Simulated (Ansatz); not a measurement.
Reference: CdTe (F-43m), r2SCAN with spin-orbit coupling, rigid bands (plane waves, PAW; Ansatz, a quantum-chemistry and plane-wave program); axes and stresses refer to this cell.

```xyz
2
Lattice="0.0000 3.2446 3.2446 3.2446 0.0000 3.2446 3.2446 3.2446 0.0000" Properties=species:S:1:pos:R:3 pbc="T T T"
Cd     0.0000     0.0000     0.0000
Te     1.6223     1.6223     1.6223
```

* **Seebeck coefficient, p-type 1e19 cm⁻³**: 272 μV/K
* **Seebeck coefficient, n-type 1e19 cm⁻³**: -64 μV/K
* **electron conductivity mass**: 0.099 mₑ

Question: After one change the values are Seebeck coefficient, p-type 1e19 cm⁻³ 181 μV/K; Seebeck coefficient, n-type 1e19 cm⁻³ -62 μV/K; electron conductivity mass 0.095 mₑ. What was changed between the two runs?
A. biaxial stress in (111) of 0.5 GPa (compression positive)
B. biaxial stress in (111) of -0.5 GPa (compression positive)
C. uniaxial stress along [111] of -3.5 GPa (compression positive)
D. hydrostatic pressure of -1 GPa (compression positive)

Answer: C, uniaxial stress along [111] of -3.5 GPa (compression positive)

Masses are for dilute carriers at 300 K, harmonic means over directions unless an axis is named. Seebeck coefficients are for the stated density at 300 K, with one relaxation time for all states and whether or not that doping can be reached. Stresses and pressures are the targets of the relaxation.  The structure type is held under load, also where the real crystal would transform.
